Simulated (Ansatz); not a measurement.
Electronic density of states of amorphous Ta18Si7N25, density 10.37 g/cm³, on a 2×2×2 Γ-centred mesh with a Gaussian width of 0.1 eV; energies count from the Fermi level. Cell and mesh are small, so fine structure isn't converged. All values below come from PBE, scalar-relativistic without spin-orbit coupling (plane waves to 420 eV, PAW; Ansatz, a program for electronic structure). Sampling: a 2×2×2 Γ-centred mesh; Fermi-Dirac width 0.1 eV; no spin polarisation, though the count of electrons is odd. The usual formal charges leave 43 electrons over, so the level spacing at the Fermi energy parts defect or band states and needn't be the band gap.

It comes from a melt-quench run on a machine-learned potential (CHGNet), relaxed afterwards by DFT. N atoms were pushed apart under 1.9 Å during the dynamics, to hinder bonds among them. The hot cell started wider than the set density and was brought back towards it in steps. It is the lowest in DFT energy of 2 quenches. It is a model cell: composition and starting density were chosen by hand, and all elements were melted together. No dispersion term was used. Its density started from a set value of 12.14 and ended at 10.37 g/cm³. The simulated quench (nominally 450 K/ps over its main leg) is rapid and tends to freeze in more defects than a deposited or slowly cooled glass has. A cell of this size samples the disorder only roughly. The volume was free in the relaxation, at fixed shape. Stress components on the final sampling reach 2.9 GPa. On a 2×2×2 Γ-centred mesh force components of up to 0.42 eV/Å stay, since the relaxation ran on one k-point at (1/4, 1/4, 1/4).

(E - EF (eV), states/(eV atom)): (-12.00, 0.00); (-11.90, 0.00); (-11.80, 0.00); (-11.70, 0.00); (-11.60, 0.00); (-11.50, 0.00); (-11.40, 0.00); (-11.30, 0.00); (-11.20, 0.00); (-11.10, 0.00); (-11.00, 0.00); (-10.90, 0.00); (-10.80, 0.00); (-10.70, 0.00); (-10.60, 0.00); (-10.50, 0.00); (-10.40, 0.00); (-10.30, 0.00); (-10.20, 0.00); (-10.10, 0.00); (-10.00, 0.00); (-9.90, 0.00); (-9.80, 0.00); (-9.70, 0.00); (-9.60, 0.00); (-9.50, 0.03); (-9.40, 0.12); (-9.30, 0.17); (-9.20, 0.18); (-9.10, 0.20); (-9.00, 0.19); (-8.90, 0.26); (-8.80, 0.29); (-8.70, 0.29); (-8.60, 0.26); (-8.50, 0.22); (-8.40, 0.14); (-8.30, 0.07); (-8.20, 0.12); (-8.10, 0.12); (-8.00, 0.09); (-7.90, 0.11); (-7.80, 0.21); (-7.70, 0.31); (-7.60, 0.40); (-7.50, 0.42); (-7.40, 0.46); (-7.30, 0.49); (-7.20, 0.48); (-7.10, 0.49); (-7.00, 0.53); (-6.90, 0.57); (-6.80, 0.53); (-6.70, 0.51); (-6.60, 0.55); (-6.50, 0.60); (-6.40, 0.57); (-6.30, 0.50); (-6.20, 0.52); (-6.10, 0.57); (-6.00, 0.61); (-5.90, 0.58); (-5.80, 0.63); (-5.70, 0.66); (-5.60, 0.72); (-5.50, 0.67); (-5.40, 0.67); (-5.30, 0.65); (-5.20, 0.60); (-5.10, 0.56); (-5.00, 0.55); (-4.90, 0.57); (-4.80, 0.59); (-4.70, 0.54); (-4.60, 0.54); (-4.50, 0.63); (-4.40, 0.62); (-4.30, 0.52); (-4.20, 0.57); (-4.10, 0.63); (-4.00, 0.56); (-3.90, 0.54); (-3.80, 0.54); (-3.70, 0.54); (-3.60, 0.57); (-3.50, 0.56); (-3.40, 0.50); (-3.30, 0.57); (-3.20, 0.56); (-3.10, 0.40); (-3.00, 0.40); (-2.90, 0.43); (-2.80, 0.42); (-2.70, 0.44); (-2.60, 0.40); (-2.50, 0.27); (-2.40, 0.24); (-2.30, 0.29); (-2.20, 0.32); (-2.10, 0.25); (-2.00, 0.22); (-1.90, 0.25); (-1.80, 0.37); (-1.70, 0.38); (-1.60, 0.31); (-1.50, 0.27); (-1.40, 0.26); (-1.30, 0.23); (-1.20, 0.33); (-1.10, 0.34); (-1.00, 0.28); (-0.90, 0.29); (-0.80, 0.34); (-0.70, 0.30); (-0.60, 0.27); (-0.50, 0.33); (-0.40, 0.34); (-0.30, 0.31); (-0.20, 0.26); (-0.10, 0.30); (0.00, 0.30); (0.10, 0.28); (0.20, 0.27); (0.30, 0.28); (0.40, 0.33); (0.50, 0.37); (0.60, 0.34); (0.70, 0.37); (0.80, 0.46); (0.90, 0.53); (1.00, 0.52); (1.10, 0.37); (1.20, 0.31); (1.30, 0.43); (1.40, 0.53); (1.50, 0.53); (1.60, 0.53); (1.70, 0.55); (1.80, 0.51); (1.90, 0.45); (2.00, 0.50); (2.10, 0.57); (2.20, 0.59); (2.30, 0.55); (2.40, 0.55); (2.50, 0.61); (2.60, 0.61)
